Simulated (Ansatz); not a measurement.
The parent structure is HfO₂ (space group P4_2/nmc, No. 137).

```xyz
6
Lattice="3.6048 0.0000 0.0000 0.0000 3.6048 0.0000 0.0000 0.0000 5.2650" Properties=species:S:1:pos:R:3 pbc="T T T"
Hf     0.0000     0.0000     0.0000
Hf     1.8024     1.8024     2.6325
O      0.0000     1.8024     1.0174
O      0.0000     1.8024     3.6499
O      1.8024     0.0000     1.6151
O      1.8024     0.0000     4.2476
```

Cartesian axes are those of the cell as printed.

Computed with PBE, PAW, 420 eV (Ansatz, a quantum-chemistry and plane-wave program; without spin-orbit coupling), earlier PAW set.

Perturbation: uniaxial strain ε_zz = −1.69 %, all other strain components held at zero, atoms relaxed at fixed cell.

Predict the stress tensor and what it implies for the stiffness.

Stress of the strained cell less that of the base (GPa, compression positive):
```
   1.10    0.00    0.00
   0.00    1.10    0.00
   0.00    0.00    4.96
```

Then −Δσ_ii/ε with ε = -0.0169 gives secant stiffness values (nonlinear terms included at this strain): C33 ≈ 293 GPa, C13 ≈ 65 GPa and C23 ≈ 65 GPa.

No phonon test of stability was made. This is not the structure that HfO2 has at room temperature and ambient pressure.
